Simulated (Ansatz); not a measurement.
BeS in the zinc blende structure (space group F-43m, No. 216)

```yaml
crystal:
  lattice:
    - [0.00000, 2.43784, 2.43784]
    - [2.43784, 0.00000, 2.43784]
    - [2.43784, 2.43784, 0.00000]
  atoms:
    - { symbol: S, position: [0.75000, 0.75000, 0.75000] }
    - { symbol: Be, position: [0.00000, 0.00000, 0.00000] }
```

All numbers come from DFT with PBE, PAW potentials and a 420 eV plane-wave cutoff in Ansatz (a first-principles code), no spin-orbit coupling, earlier PAW set. k-mesh 12×12×12 (Γ-centred); smearing 0.05 eV (Fermi–Dirac).

- Volume per atom: 14.49 Å³
- Density: 2.35 g/cm³
- Band gap: 3.15 eV, indirect, Γ → X
- Electron mass: 0.84 mₑ along k, 0.29 mₑ across
- Hole mass (degenerate bands, along [100]): 0.34, 0.57, 0.57 mₑ
- Lowest conduction-band minima above the VBM: X along ⟨100⟩ 3.15 eV
- Total energy: -498.483 eV/atom (σ→0; compares only within this code and set-up)

Masses are band curvatures over ±0.01 Å⁻¹ around the edge. Along k means along the line from Γ to the band edge. No phonon test of stability was made.
